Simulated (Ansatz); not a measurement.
End structure of Cl on the 1x1 (110) surface of 3C silicon carbide (cut with top plane C + Si), one in a 2x2 cell, started at the site 'bridge C-Si (span 3.9 Å)':

Host crystal: 3C silicon carbide, with a band gap (PBE, scalar-relativistic without spin-orbit coupling).

```xyz
49
Lattice="6.1943 0.0000 0.0000 0.0000 8.7600 0.0000 0.0000 0.0000 27.0000" Properties=species:S:1:pos:R:3 pbc="T T T"
C      0.0000     3.2273     9.6400
C      0.0000     7.6073     9.6400
C      3.0971     3.2273     9.6400
C      3.0971     7.6073     9.6400
Si     1.5486     2.3762     9.8826
Si     1.5486     6.7562     9.8826
Si     4.6457     2.3762     9.8826
Si     4.6457     6.7562     9.8826
C      1.5486     1.0384    11.1621
C      1.5486     5.4184    11.1621
C      4.6457     1.0384    11.1621
C      4.6457     5.4184    11.1621
Si     0.0000    -0.0299    11.1216
Si     0.0000     4.3501    11.1216
Si     3.0971    -0.0299    11.1216
Si     3.0971     4.3501    11.1216
C      0.0000     3.2647    12.7216
C      0.0000     7.6447    12.7216
C      3.0971     3.2647    12.7216
C      3.0971     7.6447    12.7216
Si     1.5486     2.1693    12.7410
Si     1.5486     6.5493    12.7410
Si     4.6457     2.1693    12.7410
Si     4.6457     6.5493    12.7410
C      1.5466     1.0813    14.2808
C      1.5468     5.4328    14.2639
C      4.6471     1.0822    14.2800
C      4.6479     5.4432    14.2726
Si    -0.0016    -0.0138    14.2550
Si    -0.0048     4.3372    14.2913
Si     3.0966    -0.0120    14.2544
Si     3.1026     4.3502    14.2578
C      0.0035     3.2625    15.8832
C     -0.0060     7.5979    15.8231
C      3.0984     3.2245    15.8441
C      3.0945     7.5944    15.8137
Si     1.5372     2.1702    15.8869
Si     1.5409     6.5452    15.8129
Si     4.6590     2.1664    15.8887
Si     4.6423     6.5241    15.8627
C      1.5508     0.9975    17.3238
C      1.5419     5.3625    17.2395
C      4.6391     1.0082    17.3335
C      4.6445     5.4392    17.3499
Si    -0.0070     0.1676    17.1075
Si    -0.0356     4.4213    17.4345
Si     3.0997     0.1607    17.0934
Si     3.1375     4.5535    17.1242
Cl     0.0325     3.4834    19.2804
```

Set-up: 49 atoms, 7.7 Å thick at the start under the adsorbate (thin: gaps and levels are the slab's own); mesh 3x3x1; 0.01 eV smearing; dipole correction on; single point; no symmetry held, on the structure that PBE left; spin-polarised, ending with about 1.0 μB a cell; orders that need a larger cell were not tried, no spin-orbit, no U, no dispersion correction. The program's check for a lower electronic state was not made. At the end it is bonded to Si. In PBE it is, or lies within 0.03 eV of, the lowest of the starts that converged; the order may differ at this level.

A negative adsorption energy means that the adsorbate is more stable on the surface than in its reference.

Task: Give the change of the step from the bottom to the top vacuum level, against the clean slab at the level r2SCAN, at the PBE geometry and the start's symmetry (Ansatz, a quantum-chemistry and plane-wave program).

Result: 0.29 eV

Task: What is the computed adsorption energy against ½ Cl2(g) at the same level (r2SCAN, at the PBE geometry and the start's symmetry)?

Result: -50.5 kcal/mol
